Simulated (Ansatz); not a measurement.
Input and output of a self-consistent single point for TiGa3 (I4mm, 4 atoms in the cell) (Ansatz, a first-principles code).

Method: LDA (PW92), default PAW files made with PBE (plane waves; Ansatz).

```xyz
4
Lattice="-1.8748 1.8748 4.3553 1.8748 -1.8748 4.3553 1.8748 1.8748 -4.3553" Properties=species:S:1:pos:R:3 pbc="T T T"
Ti     0.0000     0.0000     0.0500
Ga     0.0000     1.8748     2.1777
Ga     1.8748     0.0000     2.1777
Ga     0.0000     0.0000     4.3553
```

Reference input (self-consistent single point, DFT, LDA (PW92), plane waves, default PAW files made with PBE): basis.ecutwfc = 420 eV; kpoints.mp_grid.grid = 7 7 7; hamiltonian.xc = lda; hamiltonian.pseudopotentials = {kind: paw} (the program's default PAW files); scf.occupations.method = gaussian; scf.occupations.width = 0.1 eV. This run's input differs from it in these lines:

Ansatz 0.2 input:
```diff
@@ -11,3 +11,3 @@
 basis:
-  ecutwfc: 420.0
+  ecutwfc: 380.0
 kpoints:
```

Log, with long lists cut:

```
SCF iter   1: F=—  HF=-13572.999353 eV  |F-HF|=—  |Δ(HF+E_count)|=         —  Δρ=8.43e-3  dr2=3.44e-2  ethr=1.77e-3  ⟨swp⟩=5.5  Hψ=4778  notcnv=0
all-band conjugate gradients solve this SCF's bands
preconditioner: auto → Kerker (q_TF=auto, 2.646 Å⁻¹)
SCF iter   2: F=—  HF=-13572.994085 eV  |F-HF|=—  |Δ(HF+E_count)|=   5.27e-3  Δρ=3.80e-3  dr2=8.54e-3  ethr=6.75e-5  ⟨swp⟩=2.9  Hψ=2467  notcnv=0  defer=3
   [... lines left out ...]
SCF iter   4: F=—  HF=-13572.992702 eV  |F-HF|=—  |Δ(HF+E_count)|=   2.55e-4  Δρ=4.45e-4  dr2=1.35e-4  ethr=9.71e-7  ⟨swp⟩=2.0  Hψ=1968  notcnv=0  defer=3
SCF iter   5: F=—  HF=-13572.992669 eV  |F-HF|=—  |Δ(HF+E_count)|=   3.31e-5  Δρ=9.00e-5  dr2=8.43e-6  ethr=2.65e-7  ⟨swp⟩=2.8  Hψ=2129  notcnv=0  defer=3
SCF iter   6: F=—  HF=-13572.992667 eV  |F-HF|=—  |Δ(HF+E_count)|=   2.22e-6  Δρ=1.72e-5  dr2=2.46e-7  ethr=1.65e-8  ⟨swp⟩=2.9  Hψ=2086  notcnv=0  defer=4
SCF iter   7: F=-13572.992667 eV  HF=-13572.992667 eV  |F-HF|=4.59e-8  |Δ(HF+E_count)|=   4.48e-8  Δρ=6.19e-6  dr2=2.97e-8  ethr=1.96e-10  ⟨swp⟩=7.4  Hψ=4936  notcnv=0
SCF 1 converged in 7 iterations: F = -13572.992667 eV  dr2 = 2.97e-8
Free energy (F): -13572.992667 eV
Internal energy: -13572.987212 eV  (E = F + TS)
E sigma→0 (E₀):  -13572.989939 eV
Entropy (-TS):   -0.005455 eV (-1.364 meV/atom)
Fermi energy:    12.876747 eV
--- Forces (eV/Å), atoms counted from 1 ---
  atom   1  Ti    -0.00000000     0.00000000    -0.26422312
  atom   2  Ga     0.00000000     0.00000000     0.16291157
  atom   3  Ga    -0.00000000    -0.00000000     0.16291157
  atom   4  Ga    -0.00000000    -0.00000000    -0.06159703
--- Stress (GPa, compression-positive) ---
       -4.647023       0.000000      -0.000000
        0.000000      -4.647023       0.000000
       -0.000000       0.000000      -3.627579
  P = ⅓ Tr σ = -4.3072 GPa (-43.072 kbar)
  The stress holds the Pulay correction. Without it, at fixed plane waves, as pw.x and ABINIT print it: P = -4.5484 GPa
```

The run converged in 7 iterations. Against the reference run the free energy goes up by 1.5 meV/atom, the pressure stays at -4.31 GPa and the largest force moves little (0.265 to 0.264 eV/Å).

The starting cell comes from a database of computed structures (which also holds hypothetical and non-ambient phases and stackings), without a prior relaxation at this level. Its lattice was rescaled by up to half a per cent. One atom was moved a little off its site on purpose. Spin polarisation is off. Ansatz's pressure includes its estimate of the finite-basis (Pulay) stress. The cutoff lies below the one recommended for these files.
